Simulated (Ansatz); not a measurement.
Start from SnO in the litharge type structure (space group P4/nmm, No. 129; layered, stacked along the Cartesian z axis).

```cif
data_O2Sn2
_chemical_formula_sum 'Sn2 O2'
_space_group_name_H-M_alt 'P4/nmm :1'
_space_group_IT_number 129
_space_group_name_Hall 'P 4ab 2ab -1ab'
_cell_length_a 3.79339
_cell_length_b 3.79339
_cell_length_c 4.76431
_cell_angle_alpha 90.000
_cell_angle_beta 90.000
_cell_angle_gamma 90.000
loop_
_space_group_symop_operation_xyz
  'x, y, z'
  '-y+1/2, x+1/2, z'
  '-x, -y, z'
  'y+1/2, -x+1/2, z'
  'x+1/2, -y+1/2, -z'
  '-y, -x, -z'
  '-x+1/2, y+1/2, -z'
  'y, x, -z'
  '-x+1/2, -y+1/2, -z'
  'y, -x, -z'
  'x+1/2, y+1/2, -z'
  '-y, x, -z'
  '-x, y, z'
  'y+1/2, x+1/2, z'
  'x, -y, z'
  '-y+1/2, -x+1/2, z'
loop_
_atom_site_label
_atom_site_type_symbol
_atom_site_symmetry_multiplicity
_atom_site_Wyckoff_symbol
_atom_site_fract_x
_atom_site_fract_y
_atom_site_fract_z
_atom_site_occupancy
Sn1 Sn 2 c 0.50000 0.00000 0.24059 1
O1 O 2 a 0.00000 0.00000 0.00000 1
```

All numbers come from Ansatz (a program for electronic structure) r2SCAN+rVV10, without spin-orbit coupling.

Base values:

| Property | Value |
|---|---|
| Density | 6.53 g/cm³ |
| Gap character | absent |
| Band gap | zero |
| c/a ratio | 1.256 |

The change: Pb takes the place of Sn on all its sites; the structure is relaxed again.

Tabulated Pauling electronegativity and covalent radius: Sn 1.96, 1.39 Å; Pb 2.33, 1.46 Å.

### Question
What happens to the density, gap character, band gap and c/a ratio?

### Answer
The density increases by 2.819 g/cm³, from 6.53 g/cm³ to 9.34 g/cm³; the gap character changes from absent to indirect, Γ → M; the band gap becomes 1.49 eV (base: zero); the c/a ratio rises by 0.004 (1.256 → 1.260).

Spin-orbit coupling, missing from the scalar runs, can matter with Pb. No phonon test of stability was made. The final runs are not spin-polarised. The zero or small gap of SnO can change with the level of theory.
